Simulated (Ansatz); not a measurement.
V_Ga+Si_Ga in beta Ga2O3 (start: the Ga(2) site; Ga(2) 3.16 Å away; 120-site cell, 2×2×2 shifted sampling). Calculation: PBE, PAW (plane waves to 420 eV; Ansatz, a first-principles code). Total energies of the localised charge states, counted from that of charge 0, and their image corrections (point charge with alignment); the host's valence-band maximum lies at 7.561 eV on the cells' energy zero and its gap is 2.01 eV.

```json
[
 {"charge": "0", "moment (μB)": "2.0", "E − E(first) (eV)": "0.000", "correction (eV)": "0.000"},
 {"charge": "−1", "moment (μB)": "1.0", "E − E(first) (eV)": "7.612", "correction (eV)": "0.401"},
 {"charge": "−2", "moment (μB)": "0.0", "E − E(first) (eV)": "15.484", "correction (eV)": "1.054"}
]
```

Task: Derive the transition levels above the valence-band maximum and say which of them are thermodynamic.

Result: A level is the Fermi energy at which two charges have equal formation energy: ε(q/q′) = [E(q′) + corr(q′) − E(q) − corr(q)] / (q − q′) − E_VBM.
ε(0/−1) = [(7.612 + 0.401) − (0.000 + 0.000)] / 1 − 7.561 = 0.45 eV
ε(−1/−2) = [(15.484 + 1.054) − (7.612 + 0.401)] / 1 − 7.561 = 0.96 eV
Thermodynamic levels at least 0.1 eV inside the gap: (0/−1) at 0.45 eV; (−1/−2) at 0.96 eV. Corrections reach 1.05 eV, so the outer levels may be off by several tenths of an eV. Charges with a result: 0, −1, −2. Others weren't obtained, and one of them could lie lower, also by skipping a charge. The geometries come from one start. Flagged in the runs: a host whose relaxation on this sampling wasn't shown to rest.
